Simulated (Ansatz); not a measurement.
**Worked example: self-consistent single point of LaBi (F-43m, 2 atoms in the cell) in Ansatz (an electronic-structure program)**

Method: PBE (plane waves, PAW; Ansatz).

The input file:

Ansatz 0.2 input:
```yaml
# LaBi
crystal:
  lattice:
    - [0.000000, 3.828991, 3.828991]
    - [3.828991, 0.000000, 3.828991]
    - [3.828991, 3.828991, 0.000000]
  atoms:
    - { symbol: Bi, position: [0.250000, 0.250000, 0.250000] }
    - { symbol: La, position: [0.000000, 0.000000, 0.000000] }
basis:
  ecutwfc: 420.0 eV
kpoints:
  mp_grid: { grid: [6, 6, 6] }
hamiltonian:
  xc: pbe
  pseudopotentials: { kind: paw }
scf:
  occupations: { method: methfessel_paxton, width: 0.272 eV }
output:
  forces: true
  eigenvalues: true
  stress: true
```

The program printed (abridged):

```
WARN ansatz: RAYON_NUM_THREADS=1 ignored (pool sized by the plan → 1); use --threads N
Pseudopotentials: kind: paw
Pseudopotential: Bi, paw, valence charge 15
Pseudopotential: La, paw, valence charge 11
Crystal: 2 atoms, lattice volume = 112.275 Å³
Basis set: ecut = 420 eV, 2133 PW (Γ), exchange–correlation on 80×80×80 points (8 copies of the dense FFT grid, shifted against one another)
Bands: 17, of which v1, the nominal top of the filled ones, is band 13 counted from 1 (12 counted from 0)
Symmetry: 24 space group operations
Space group: F-43m (ITA 216), of the structure as read, at distance tolerance 4.8e-5 Å
k-points: 16 of 216 (time reversal used)
Initial density: superposition of atomic densities (neutral atoms: chi_scale 0, normalization atom), corrected by the library's trained network
Initial wavefunctions: pseudopotential atomic-orbital guess
Eigensolver: davidson
Functional: x = pbe(κ = 0.804, μ = 0.2195149727645171), c = pbe(β = 0.06672455060314922)
SCF iter   1: F=—  HF=-18647.620435 eV  |F-HF|=—  |Δ(HF+E_count)|=         —  Δρ=3.12e-3  dr2=1.88e-2  ethr=1.77e-3  ⟨swp⟩=3.3  Hψ=1061  notcnv=0
all-band conjugate gradients solve this SCF's bands
preconditioner: auto → none
SCF iter   2: F=—  HF=-18647.618390 eV  |F-HF|=—  |Δ(HF+E_count)|=   2.04e-3  S|Δr|=    0.00e0  Δρ=1.82e-3  dr2=9.35e-3  ethr=7.22e-5  ⟨swp⟩=2.3  Hψ=677  notcnv=0
SCF iter   3: F=—  HF=-18647.616257 eV  |F-HF|=—  |Δ(HF+E_count)|=   2.13e-3  S|Δr|=    0.00e0  Δρ=7.57e-4  dr2=5.07e-4  ethr=3.60e-5  ⟨swp⟩=2.9  Hψ=509  notcnv=0
SCF iter   4: F=—  HF=-18647.616599 eV  |F-HF|=—  |Δ(HF+E_count)|=   3.42e-4  S|Δr|=    0.00e0  Δρ=1.02e-4  dr2=1.44e-5  ethr=1.95e-6  ⟨swp⟩=3.0  Hψ=488  notcnv=0
SCF iter   5: F=—  HF=-18647.616606 eV  |F-HF|=—  |Δ(HF+E_count)|=   7.65e-6  S|Δr|=    0.00e0  Δρ=5.38e-5  dr2=5.12e-6  ethr=5.53e-8  ⟨swp⟩=2.0  Hψ=488  notcnv=0
SCF iter   6: F=-18647.616604 eV  HF=-18647.616604 eV  |F-HF|=9.00e-8  |Δ(HF+E_count)|=   1.87e-6  S|Δr|=    0.00e0  Δρ=9.86e-6  dr2=8.01e-8  ethr=3.85e-10  ⟨swp⟩=6.8  Hψ=1825  notcnv=0
WARN: on these k-points the computed levels leave a gap of 1.1856 eV at the electron count, 4.4 widths of the methfessel_paxton smearing (0.2720 eV) …
SCF 1 converged in 6 iterations: F = -18647.616604 eV  dr2 = 8.01e-8
SCF converged after 6 iterations
Stability not checked (fill_not_monotonic)
Free energy (F): -18647.616604 eV
Harris-Foulkes:  -18647.616604 eV  (|F-HF|=9.00e-8)
Internal energy: -18647.617197 eV  (E = F + TS)
E sigma→0 (E₀):  -18647.616753 eV
Entropy (-TS):   0.000592 eV (0.296 meV/atom)
Fermi energy:    5.418386 eV
Step filling:    the computed levels leave a gap of 1.1856 eV = 4.4 smearing widths
--- Per-component energies (eV) ---
  E_band       = -271.892351
  E_kinetic    = 491.078031
  E_local      = -2589.738667  (includes V_loc(G=0)·N_el)
  E_nonlocal   = 653.477108
  E_hartree    = 905.827141
  E_xc         = -287.131253
  E_vxc        = -287.350342  (∫ρ·V_xc dr)
  E_paw        = -16080.869064  (= ΣΔE_a)
  E_vpaw       = -351.004835  (= ΣTr[D̂ρ^β])
  E_aug_tail   = -0.000440  (compensation charges beyond the density's cutoff)
  E_ewald      = -1740.260052
  E_smearing   = 0.000592  (= −TS)
  E_closure    = 0.000000  (closes the sum)
  Σ components = -18647.616604   (vs F -18647.616604, Δ=0.00e0)
--- Forces (eV/Å), atoms counted from 1 ---
  atom   1  Bi    -0.00000000     0.00000000    -0.00000000
  atom   2  La    -0.00000000     0.00000000     0.00000000
  max |Σ_I F_I| component: 1.67e-16 eV/Å
--- Stress (GPa, compression-positive) ---
       -2.382101      -0.000000      -0.000000
       -0.000000      -2.382101       0.000000
       -0.000000       0.000000      -2.382101
  P = ⅓ Tr σ = -2.3821 GPa (-23.821 kbar)
  The stress holds the Pulay correction. Without it, at fixed plane waves, as pw.x and ABINIT print it: P = -2.3909 GPa
--- Band table (eV; the first three rows and the last of 16) ---
  k-point 0: bands = ["-28.2015", "-16.1040", "-16.1040", "-16.1040", "-16.0734", "-16.0734", "-11.8016", "-11.8016", "-11.8016", "-4.3917", "4.0599", "4.0599", "4.0599", "5.9580", "6.4711", "6.4711", "6.4711"]
  k-point 1: bands = ["-28.2011", "-16.1032", "-16.1032", "-16.1006", "-16.0735", "-16.0735", "-11.8243", "-11.8048", "-11.8048", "-4.3311", "3.8212", "4.1307", "4.1307", "6.2342", "6.4647", "6.4651", "6.4651"]
  k-point 2: bands = ["-28.2004", "-16.1017", "-16.1017", "-16.0937", "-16.0735", "-16.0735", "-11.8691", "-11.8111", "-11.8111", "-4.2112", "3.6390", "4.2599", "4.2599", "6.3687", "6.4457", "6.4457", "6.4521"]
  k-point 15: bands = ["-28.1996", "-16.0984", "-16.0978", "-16.0886", "-16.0744", "-16.0730", "-11.8918", "-11.8350", "-11.8310", "-4.0720", "3.6062", "4.3037", "4.7724", "6.0973", "6.4356", "6.4424", "6.4673"]
```

The run converged in 6 iterations.

The starting cell was generated: these elements placed on a structure prototype, without a prior relaxation; it need not be a known phase or ordering of this composition. Spin-orbit coupling is off. Ansatz's pressure includes its estimate of the finite-basis (Pulay) stress.
